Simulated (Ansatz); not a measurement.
Surface energy of faces of hcp Y in PBE and in LDA, in Ansatz (plane waves, PAW). Symmetric slabs relaxed with PBE from ideal cuts in 1x1 cells (the lowest computed cut and spin start of each face; real faces may reconstruct in larger cells); LDA values are single points on them, with the bulk at the same level. No spin-orbit coupling, no U.

```json
[
 {"face": "(0001)", "PBE (J/m²)": "1.00", "LDA (J/m²)": "1.13"},
 {"face": "(10-10)", "PBE (J/m²)": "0.97", "LDA (J/m²)": "1.08"},
 {"face": "(10-11)", "PBE (J/m²)": "0.99", "LDA (J/m²)": "1.09"},
 {"face": "(10-12)", "PBE (J/m²)": "1.03", "LDA (J/m²)": "1.17"},
 {"face": "(10-13)", "PBE (J/m²)": "1.06", "LDA (J/m²)": "1.20"},
 {"face": "(11-20)", "PBE (J/m²)": "1.02", "LDA (J/m²)": "?"},
 {"face": "(11-21)", "PBE (J/m²)": "1.12", "LDA (J/m²)": "1.26"},
 {"face": "(11-22)", "PBE (J/m²)": "1.08", "LDA (J/m²)": "1.20"},
 {"face": "(11-23)", "PBE (J/m²)": "1.10", "LDA (J/m²)": "1.24"}
]
```

Fit a straight line y = a·x + b by least squares to the 8 complete rows (x: PBE (J/m²); y: LDA (J/m²)).

the means are x̄ = 1.0438 and ȳ = 1.1713; Σ(x − x̄)² = 0.020988 and Σ(x − x̄)(y − ȳ) = 0.025063, so a = 1.194 and b = ȳ − a·x̄ = -0.075. The largest residual is 0.017.

What does the line predict for the withheld row, (11-20), and what did the calculation give?

the line gives 1.14; the calculation gave 1.17, a miss of 0.03, larger than any residual of the fitted rows.

Ansatz is an electronic-structure program.
